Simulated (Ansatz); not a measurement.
## Convergence study of the plane-wave cutoff for HgTe (R3m, 2 atoms in the cell)

```yaml
crystal:
  lattice:
    - [0.00000, 3.21385, 3.21385]
    - [3.21385, 0.00000, 3.21385]
    - [3.21385, 3.21385, 0.00000]
  atoms:
    - { symbol: Hg, position: [0.00449, 0.00449, 0.00449] }
    - { symbol: Te, position: [0.25000, 0.25000, 0.25000] }
```

Level of theory: PBEsol, default PAW files made with PBE (plane waves; Ansatz, a program for electronic structure).

Base settings: basis.ecutwfc = 420 eV; kpoints.mp_grid.grid = 7 7 7; hamiltonian.xc = pbesol; hamiltonian.pseudopotentials = {kind: paw} (the program's default PAW files); scf.occupations.method = fermi_dirac; scf.occupations.width = 0.01 eV.

The second cell is the first with its lattice scaled by 0.98.

The mesh stays at the base's, so the ladder's end is converged at best in this setting alone.

The first pressure column holds Ansatz's estimate of the finite-basis (Pulay) stress, which hides part of the cutoff error; the other is without it.

Only quantities that move along the ladder and can be compared are tabulated.

The count of work is k-points × plane waves × bands × iterations; it is no time. 

The starting cell has typed, rounded lattice constants, without a prior relaxation at this level. Its lattice was rescaled by up to half a per cent. One atom was moved a little off its site on purpose. The run gives no clean gap (levels at the Fermi energy touch, overlap or are partly filled at this smearing), which alone does not show that the compound is a metal.

```tsv
basis.ecutwfc	free energy less the last step's (meV/atom)	energy of the compressed cell less the first (meV/atom)	pressure (GPa)	pressure without the Pulay estimate (GPa)	largest difference of a force vector from the last step's (eV/Å)	count of work / last
145 eV	66112.35	197.80	0.49	-1047.71	0.757	0.088
170 eV	27434.29	-324.04	-0.18	-537.96	0.004	0.090
190 eV	13052.33	53.04	2.53	-298.51	0.056	0.11
210 eV	6076.78	24.26	-0.45	-159.83	0.031	0.12
230 eV	2756.80	16.59	2.03	-82.35	0.063	0.13
250 eV	1169.11	43.02	2.47	-39.38	0.033	0.14
295 eV	126.31	42.91	2.02	-4.53	0.003	0.15
335 eV	11.98	43.65	1.86	1.10	0.001	0.19
380 eV	2.49	43.17	1.85	1.82	0.000	0.23
420 eV	1.67	43.15	1.84	1.81	0.000	0.26
460 eV	0.80	43.12	1.84	1.82	0.000	0.30
505 eV	0.37	43.08	1.84	1.83	0.000	0.34
565 eV	0.23	43.06	1.84	1.83	0.000	0.42
630 eV	0.11	43.05	1.84	1.83	0.000	0.49
735 eV	0.06	43.05	1.84	1.83	0.000	0.61
840 eV	0.03	43.05	1.84	1.83	0.000	0.75
1010 eV	0.00	43.04	1.84	1.83	0.000	1.0
```

Coarsest basis.ecutwfc that holds the energy of the compressed cell less the first within 0.2 meV/atom of the last step, with all finer ones: 380 eV, at 0.23 of the last step's count of work; the step before is off by 0.61 meV/atom.

Coarsest basis.ecutwfc that holds the free energy within 0.5 meV/atom of the last step, with all finer ones: 505 eV, at 0.34 of the last step's count of work; the step before is off by 0.80 meV/atom.

Coarsest basis.ecutwfc that holds the pressure within 0.1 GPa of the last step, with all finer ones: 335 eV, at 0.19 of the last step's count of work; the step before is off by 0.19 GPa.

The energy difference between the two cells stays within 1 meV/atom of the last step's from 250 eV on, the total only from 460 eV on: much of the error is common to both cells and cancels.

At the lowest cutoff the pressure without the Pulay estimate lies 1050 GPa under the last step's, the usual sign of Pulay stress in an incomplete plane-wave basis.

Keys are those of Ansatz 0.2.
